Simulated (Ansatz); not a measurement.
The starting structures come from a database of crystals and need not be the phases stable at ambient conditions.

By PBEsol, the system below comes out a metal.

Crystal: Zr$_{2}$N (P4_2/mnm, anti-rutile, not sure to be the ambient phase, 6 atoms a cell, 16.2 Å³ an atom, -5 GPa at this level); planes in its conventional cell.

Calculation: PBEsol (plane waves, PAW; Ansatz, a program for electronic structure).

Ballistic conductance counts the channels of both spins, as a mean over 0.1 eV about the Fermi level; spin-orbit coupling is left out.

| plane | area (Å²) | G/A (10¹⁵ S/m²) |
|---|---|---|
| (100) | 17.9 | 0.42 |
| (001) | 29.3 | … |

Question: What belongs in the gaps?

Answer: 
- (001), G/A (10¹⁵ S/m²): 0.71
